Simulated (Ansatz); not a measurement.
## BaTiO3: energy against strain

BaTiO3 (cubic perovskite, Pm-3m, 12.182 Å³/atom at rest) under an equal strain ε in the (001) plane with the normal axis free, as in a coherent film. LDA in Ansatz, a plane-wave DFT program (PAW, default set), 420 eV, 8×8×8 Γ-centred mesh, Fermi-Dirac smearing 0.05 eV; ions are relaxed within the symmetry of each cell.

Here s stands for strain and y for E less E0.

```
strain (%)  E less E0 (meV/atom)
----------  --------------------
-3.00                          ?
-1.20                       4.42
-0.60                       1.10
0.00                        0.00
0.60                        1.05
1.20                        4.10
```

Using a parabola, estimate the missing y at s = -3.00 from the other rows, showing the fit.

Least squares gives y = 0.007 - 0.1150·s + 2.9544·s². Residuals (row less fit): 0.021, -0.040, -0.007, 0.048, -0.023; standard error 0.050 (degrees of freedom: 2). Twice the quadratic coefficient over the volume, 2 × 2.9544 meV × 10⁴ × 0.1602 / 12.182 Å³, is twice the biaxial elastic modulus of this plane = 777 ± 10 GPa. At the withheld row, y = 0.007 - 0.1150 × (-3.0) + 2.9544 × (-3.0)² = 26.942 meV/atom. The calculation gives 29.44 meV/atom, 2.498 meV/atom above the prediction (8.5 % of the range of y in the table). The row lies outside the fitted rows, so this is an extrapolation. From the scatter of the fitted rows alone, a prediction at this place has a standard error of 0.320 meV/atom, so the miss is 7.8 times that.

One order more, fitted to all 11 runs of the series, follows each within 0.04, so the miss is the next term of a smooth law. The primitive cell can neither tilt nor turn polar against its symmetry, as such crystals can under strain. BaTiO3 is here the ideal cubic form; the compound distorts at low or room temperature. Rows are the converged runs of the series near zero and its far end; series whose fitted rows scatter by over a few per cent of the range, as at a crossing or softening among them, aren't shown in this form. Most that stay on the fit to the last digits aren't either.
